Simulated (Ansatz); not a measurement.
GaSb (model structure, started from the WC type, P-6m2, No. 187, 2 atoms in the cell): properties by level of theory

| level (code) | lattice parameter a (Å) | c axis length (Å) | formation enthalpy (eV/atom) |
|---|---|---|---|
| PBE (Ansatz) | ? | 3.549 | ? |
| PBEsol (Ansatz) | 3.880 | ? | 0.089 |
| PBE-D3(BJ) (Ansatz) | ? | 3.647 | 0.088 |
| r²SCAN (Ansatz) | ? | 3.522 | 0.147 |

### Question
What belongs in the gaps?

### Answer

- PBE (Ansatz, a first-principles code), lattice parameter a (Å): 4.076
- PBE (Ansatz), formation enthalpy (eV/atom): 0.095
- PBEsol (Ansatz), c axis length (Å): 3.634
- PBE-D3(BJ) (Ansatz), lattice parameter a (Å): 3.884
- r²SCAN (Ansatz), lattice parameter a (Å): 4.024

Ansatz's density-functional and Hartree–Fock values are scalar-relativistic unless marked +SOC, with PAW data made under PBE.

Computed values are for the static lattice.

A model structure was made by putting elements into a prototype or built by hand; it is no filed structure, need not be a known phase, and can be a saddle point held by its symmetry.
